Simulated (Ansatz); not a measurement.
# A computed series for BN: response to strain

The reference is BN in the zinc blende structure (space group F-43m, No. 216; a = 3.610 Å). Axes: x, y, z lie along the cube axes.

Strains are applied to the cell and any free atomic positions relax; under biaxial strain the out-of-plane vector relaxes too.

All numbers come from plane-wave PAW DFT at the r2SCAN level (Ansatz, a quantum-chemistry and plane-wave program, 500 eV), without spin-orbit coupling.

Notes on the quantities. energy relative to the base: free energy F; pressure: mean of the normal stresses, compression positive.

```tsv
case	energy relative to the base	band gap	smallest direct gap	pressure
base	0 meV/atom	5.00 eV	9.59 eV	0.00 GPa
biaxial strain +2.11 %, plane normal [001], relaxed out of plane	+14 meV/atom	4.44 eV	9.10 eV	-12.04 GPa
biaxial strain −2.72 %, plane normal [110], relaxed out of plane	+30 meV/atom	4.67 eV	9.33 eV	21.15 GPa
biaxial strain +2.31 %, plane normal [110], relaxed out of plane	+20 meV/atom	4.78 eV	8.89 eV	-14.67 GPa
isotropic strain −2.65 %	…	…	…	…
isotropic strain −1.87 %	+24 meV/atom	5.07 eV	9.87 eV	24.60 GPa
isotropic strain −1.26 %	+11 meV/atom	5.05 eV	9.78 eV	15.98 GPa
uniaxial strain ε_xx = −0.67 %	+0.7 meV/atom	4.89 eV	9.54 eV	2.67 GPa
uniaxial strain ε_yy = −2.55 %	+10 meV/atom	4.56 eV	9.43 eV	10.60 GPa
uniaxial strain ε_yy = −1.64 %	+4.1 meV/atom	4.72 eV	9.48 eV	6.68 GPa
```

Some entries are withheld; estimate them.


- isotropic strain −2.65 %, energy relative to the base: +49 meV/atom
- isotropic strain −2.65 %, band gap: 5.10 eV
- isotropic strain −2.65 %, smallest direct gap: 9.99 eV
- isotropic strain −2.65 %, pressure: 36.54 GPa

A biaxial case was relaxed in a doubled cell and then solved in the primitive one. Stability against distortions was not tested.
